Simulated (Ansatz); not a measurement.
**Pressure series in hypothetical P4_2/mnm BP**

Consider BP (space group P4_2/mnm, No. 136; a = 5.532 Å, c = 3.187 Å; a hypothetical phase, not in the database extracts checked).

Cell and atoms are relaxed at each pressure.

Computed with Ansatz (a quantum-chemistry and plane-wave program) PBEsol, without spin-orbit coupling.

```json
[
 {"pressure (GPa)": "-2", "volume per atom (Å³/atom)": "12.356"},
 {"pressure (GPa)": "-1", "volume per atom (Å³/atom)": "12.273"},
 {"pressure (GPa)": "0", "volume per atom (Å³/atom)": "12.194"},
 {"pressure (GPa)": "0.7", "volume per atom (Å³/atom)": "12.139"},
 {"pressure (GPa)": "1.5", "volume per atom (Å³/atom)": "12.079"},
 {"pressure (GPa)": "3", "volume per atom (Å³/atom)": "11.969"},
 {"pressure (GPa)": "5", "volume per atom (Å³/atom)": "11.829"},
 {"pressure (GPa)": "7.5", "volume per atom (Å³/atom)": "?"},
 {"pressure (GPa)": "10", "volume per atom (Å³/atom)": "11.507"}
]
```

Q: Fit the third-order Birch–Murnaghan form P(V) = (3B₀/2)[(V₀/V)^(7/3) − (V₀/V)^(5/3)]·[1 + (3/4)(B₀′ − 4)((V₀/V)^(2/3) − 1)] (squares taken in P) to the rows shown and predict the withheld row.

A: Least squares on the printed values gives V₀ = 12.194 Å³/atom, B₀ = 156 GPa, B₀′ = 3.5; this predicts 11.663 Å³/atom, and the run gives 11.663 Å³/atom, in agreement.

Load acts through the strain it causes; cell and atoms are relaxed under it. Whether these cells are dynamically stable was not tested. No other phases were tried under pressure. The final runs are not spin-polarised.
